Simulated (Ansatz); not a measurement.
Ansatz (a first-principles code) run on Cs₂AgSbCl₆ (Fm-3m, 10 atoms in the cell): self-consistent single point.

Computed with PBEsol, default PAW files made with PBE (plane waves; Ansatz).

```
Cs2AgSbCl6
1.0
    0.00000     5.24506     5.24506
    5.24506     0.00000     5.24506
    5.24506     5.24506     0.00000
Cs Ag Sb Cl
2 1 1 6
Direct
  0.25000   0.25000   0.25000
  0.75000   0.75000   0.75000
  0.50000   0.50000   0.50000
  0.00000   0.00000   0.00000
  0.74910   0.25090   0.25090
  0.25090   0.74910   0.74910
  0.25090   0.74910   0.25090
  0.74910   0.25090   0.74910
  0.25090   0.25090   0.74910
  0.74910   0.74910   0.25090
```

Reference input (self-consistent single point, DFT, PBEsol, plane waves, default PAW files made with PBE): basis.ecutwfc = 420 eV; kpoints.mp_grid.grid = 4 4 4; hamiltonian.xc = pbesol; hamiltonian.pseudopotentials = {kind: paw} (the program's default PAW files); scf.occupations.method = methfessel_paxton; scf.occupations.width = 0.05 eV. This run's input differs from it in these lines:

Ansatz 0.2 input:
```diff
@@ -18,3 +18,3 @@
 basis:
-  ecutwfc: 420.0
+  ecutwfc: 210.0
 kpoints:
```

Output, abridged:

```
SCF iter   1: F=—  HF=-31465.271304 eV  |F-HF|=—  |Δ(HF+E_count)|=         —  Δρ=3.86e-2  dr2=2.22e0  ethr=1.77e-3  ⟨swp⟩=8.4  Hψ=2006  notcnv=0  defer=5
all-band conjugate gradients solve this SCF's bands
preconditioner: auto → Resta (q_TF=auto, 2.263 Å⁻¹)
SCF iter   2: F=—  HF=-31464.248995 eV  |F-HF|=—  |Δ(HF+E_count)|=    1.02e0  S|Δr|=    0.00e0  Δρ=1.13e-2  dr2=1.88e-1  ethr=1.77e-3  ⟨swp⟩=2.0  Hψ=943  notcnv=0  defer=18
   [... lines left out ...]
SCF iter   6: F=—  HF=-31464.197031 eV  |F-HF|=—  |Δ(HF+E_count)|=   2.46e-4  S|Δr|=    0.00e0  Δρ=4.06e-5  dr2=1.01e-5  ethr=5.69e-8  ⟨swp⟩=2.0  Hψ=608  notcnv=0  defer=31
SCF iter   7: F=—  HF=-31464.197034 eV  |F-HF|=—  |Δ(HF+E_count)|=   3.05e-6  S|Δr|=    0.00e0  Δρ=1.16e-5  dr2=6.89e-7  ethr=1.07e-8  ⟨swp⟩=2.0  Hψ=683  notcnv=0  defer=31
SCF iter   8: F=-31464.197034 eV  HF=-31464.197034 eV  |F-HF|=7.23e-9  |Δ(HF+E_count)|=   1.33e-7  S|Δr|=    0.00e0  Δρ=1.85e-6  dr2=1.17e-8  ethr=1.06e-10  ⟨swp⟩=13.4  Hψ=2147  notcnv=0
SCF 1 converged in 8 iterations: F = -31464.197034 eV  dr2 = 1.17e-8
Stability not checked (fill_not_monotonic)
Free energy (F): -31464.197034 eV
Internal energy: -31464.197034 eV  (E = F + TS)
E sigma→0 (E₀):  -31464.197034 eV
Fermi energy:    6.020960 eV
--- Forces (eV/Å), atoms counted from 1 ---
  atom   1  Cs     0.00000000    -0.00000000     0.00000000
  atom   2  Cs    -0.00000000    -0.00000000    -0.00000000
  atom   3  Ag     0.00000000    -0.00000000     0.00000000
  atom   4  Sb    -0.00000000     0.00000000     0.00000000
  atom   5  Cl    -0.20992688    -0.00000000     0.00000000
   [... lines left out ...]
  atom  10  Cl    -0.00000000    -0.00000000     0.20992688
--- Stress (GPa, compression-positive) ---
        0.920631       0.000000       0.000000
       -0.000000       0.920631      -0.000000
       -0.000000       0.000000       0.920631
  P = ⅓ Tr σ = 0.9206 GPa (9.206 kbar)
  The stress holds the Pulay correction. Without it, at fixed plane waves, as pw.x and ABINIT print it: P = -47.2086 GPa
```

The run converged in 8 iterations. Against the reference run the free energy goes up by 1.55 eV/atom, the pressure goes from 0.73 to 0.92 GPa, the largest force goes from 0.049 to 0.210 eV/Å and the gap on the mesh goes from 1.068 to 1.287 eV.

The starting cell was generated: these elements placed on a structure prototype, without a prior relaxation; it need not be a known phase or ordering of this composition. Spin-orbit coupling is off. Ansatz's pressure includes its estimate of the finite-basis (Pulay) stress. Without the estimate this run gives -47.21 GPa. The cutoff lies below the one recommended for these files.
